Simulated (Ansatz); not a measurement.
Ansatz (an electronic-structure program) run on ZrPb (P4/mmm, 2 atoms in the cell): self-consistent single point.

Method of the run: PBE, harder PAW files (source: ansatz) (plane waves; Ansatz).

```
CELL_PARAMETERS angstrom
      3.32555     0.00000     0.00000
      0.00000     3.32555     0.00000
      0.00000     0.00000     4.35885
ATOMIC_POSITIONS crystal
  Pb 0.50000 0.50000 0.50000
  Zr 0.00000 0.00000 0.00000
```

Reference input (self-consistent single point, DFT, PBE, plane waves, harder PAW files (source: ansatz)): basis.ecutwfc = 580 eV; kpoints.mp_grid.grid = 8 8 6; hamiltonian.xc = pbe; hamiltonian.pseudopotentials = {kind: paw, source: ansatz}; scf.occupations.method = gaussian; scf.occupations.width = 0.2 eV. This run's input differs from it in these lines:

Ansatz 0.2 input:
```diff
@@ -10,3 +10,3 @@
 basis:
-  ecutwfc: 580.0
+  ecutwfc: 405.0
 kpoints:
```

Output, abridged:

```
SCF iter   1: F=—  HF=-19480.156593 eV  |F-HF|=—  |Δ(HF+E_count)|=         —  Δρ=8.85e-2  dr2=9.88e0  ethr=3.10e-3  ⟨swp⟩=4.0  Hψ=4366  notcnv=0
all-band conjugate gradients solve this SCF's bands
preconditioner: auto → Kerker (q_TF=auto, 2.574 Å⁻¹)
SCF iter   2: F=—  HF=-19478.128375 eV  |F-HF|=—  |Δ(HF+E_count)|=    2.03e0  Δρ=4.05e-2  dr2=2.46e0  ethr=3.10e-3  ⟨swp⟩=2.4  Hψ=2543  notcnv=0
   [... lines left out ...]
SCF iter   6: F=—  HF=-19477.500460 eV  |F-HF|=—  |Δ(HF+E_count)|=   1.35e-4  Δρ=2.43e-4  dr2=3.49e-5  ethr=2.43e-6  ⟨swp⟩=2.0  Hψ=1493  notcnv=0
SCF iter   7: F=—  HF=-19477.500429 eV  |F-HF|=—  |Δ(HF+E_count)|=   3.08e-5  Δρ=6.16e-5  dr2=2.32e-6  ethr=1.03e-7  ⟨swp⟩=2.1  Hψ=1868  notcnv=0
SCF iter   8: F=—  HF=-19477.500429 eV  |F-HF|=—  |Δ(HF+E_count)|=   2.56e-7  Δρ=1.31e-5  dr2=1.07e-7  ethr=6.84e-9  ⟨swp⟩=2.0  Hψ=1729  notcnv=0
SCF iter   9: F=-19477.500429 eV  HF=-19477.500429 eV  |F-HF|=1.67e-10  |Δ(HF+E_count)|=   5.93e-9  Δρ=3.09e-6  dr2=3.18e-9  ethr=2.94e-10  ⟨swp⟩=4.1  Hψ=4070  notcnv=0
SCF 1 converged in 9 iterations: F = -19477.500429 eV  dr2 = 3.18e-9
Free energy (F): -19477.500429 eV
Internal energy: -19477.477046 eV  (E = F + TS)
E sigma→0 (E₀):  -19477.488737 eV
Entropy (-TS):   -0.023383 eV (-11.692 meV/atom)
Fermi energy:    15.686850 eV
--- Forces (eV/Å), atoms counted from 1 ---
  atom   1  Pb     0.00000000     0.00000000     0.00000000
  atom   2  Zr    -0.00000000     0.00000000     0.00000000
--- Stress (GPa, compression-positive) ---
        0.293814       0.000000       0.000000
        0.000000       0.293814       0.000000
        0.000000       0.000000      -0.674517
  P = ⅓ Tr σ = -0.0290 GPa (-0.290 kbar)
  The stress holds the Pulay correction. Without it, at fixed plane waves, as pw.x and ABINIT print it: P = -7.3472 GPa
```

The run converged in 9 iterations. Against the reference run the free energy goes up by 117 meV/atom and the pressure moves little (0.00 to -0.03 GPa).

The starting cell was generated: these elements placed on a structure prototype, without a prior relaxation; it need not be a known phase or ordering of this composition. Ansatz's pressure includes its estimate of the finite-basis (Pulay) stress. Without the estimate this run gives -7.35 GPa. The cutoff lies below the one recommended for these files.
